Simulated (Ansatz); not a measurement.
An Ansatz (a first-principles code) input (plane-wave PAW DFT at the r2SCAN level (Ansatz, 500 eV), no SOC):

Ansatz 0.2 input:
```yaml
crystal:
  lattice:
    - [0, 3.3028264187, 3.3028264187]
    - [3.3028264187, 0, 3.3028264187]
    - [3.3028264187, 3.3028264187, 0]
  atoms:
    - { symbol: Hg, position: [0, 0, 0] }
    - { symbol: Te, position: [0.25, 0.25, 0.25] }
basis: { ecutwfc: 500, ecutrho_ratio: 4, xc_grid: 4, fft_grid_basis: typed }
kpoints: { mp_grid: { grid: [12, 12, 12] } }
hamiltonian:
  xc: r2scan
  dispersion: none
  pseudopotentials: { kind: paw }
scf: { occupations: { method: fermi_dirac, width: 0.05 }, convergence: { dr2_threshold: 0.0000000002 } }
relax: { f_tol: 0.005, max_steps: 50 }
output: { forces: true, stress: true }
checkpoint: { write: state.ck, write_every: 1000 }
```

Question: Which symmetry and how many k-points will the program report, and about how many plane waves at Γ?

Answer: Space group F-43m (ITA 216) with 24 operations, k-points 72 of 1728, and 1837 plane waves at Γ.

Question: And the final pressure?

Answer: -0.58 GPa (compression positive).

The cells carry an imposed strain or load. Stability against distortions was not tested. The final runs are not spin-polarised. The cell was made from HgTe in the zinc blende structure (space group F-43m, No. 216) by this change: isotropic strain +0.50 %.
